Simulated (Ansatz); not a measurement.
The reference is BaTe in the rock salt structure (space group Fm-3m, No. 225; a = 6.941 Å).

Computed with Ansatz (a program for electronic structure) PBEsol, no SOC.

Strains are applied to the cell and any free atomic positions relax.

One change was made to it. Results:

```tsv
quantity	base	after
electron mass	1.3 mₑ along k, 0.26 mₑ across (at X)	1.3 mₑ along k, 0.23 mₑ across (at X)
gap character	indirect, Γ → X	indirect, Γ → X
band gap	1.46 eV	1.24 eV
pressure	0.00 GPa	3.59 GPa
```

Q: Which of these changes matches the shifts?
(A) isotropic strain −3.00 %
(B) isotropic strain −2.00 %
(C) isotropic strain −1.00 %
(D) isotropic strain −2.50 %
(E) isotropic strain +3.00 %

A: A, isotropic strain −3.00 %. For comparison, the band gap in the other runs: isotropic strain −2.50 % gives 1.28 eV; isotropic strain −1.00 % gives 1.39 eV; isotropic strain −2.00 % gives 1.32 eV; isotropic strain +3.00 % gives 1.64 eV.

With Te present, leaving out spin-orbit coupling can change the band edges. Masses are band curvatures over ±0.01 Å⁻¹ around the edge. Along k means along the line from Γ to the band edge. No phonon test of stability was made.
